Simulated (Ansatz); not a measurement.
The starting structures come from a database of crystals and need not be the phases stable at ambient conditions.

 Where the default PAW files enter, the runs use the earlier of Ansatz's two default sets.

By PBEsol, the system below comes out a metal.

A figure of merit of an interconnect metal is its ballistic conductance per area.

Given:

```
Mo3Ge
1.0
    4.93996     0.00000     0.00000
    0.00000     6.98616     0.00000
    0.00000     3.49308     3.38829
Ge Mo
2 6
Direct
  0.00000   0.00000   0.00000
  0.50000   0.50000   0.00000
  0.50000   0.75000   0.25000
  0.50000   0.25000   0.75000
  0.00000   0.50000   0.25000
  0.00000   0.50000   0.75000
  0.25000   0.00000   0.50000
  0.75000   0.00000   0.50000
```

Space group of this cell: Cccm. The cell is strained (lengths along the current scaled by 0.97, ions clamped); by PBEsol its mean pressure is 3.0 GPa.

The current flows along the normal of the first two printed cell vectors. No spin-orbit coupling; the value is a mean over 0.1 eV about the Fermi level.

Q: Predict the ballistic conductance per area from PBEsol run with Ansatz (an electronic-structure program).

A: 0.79 × 10¹⁵ S/m² for both spins.
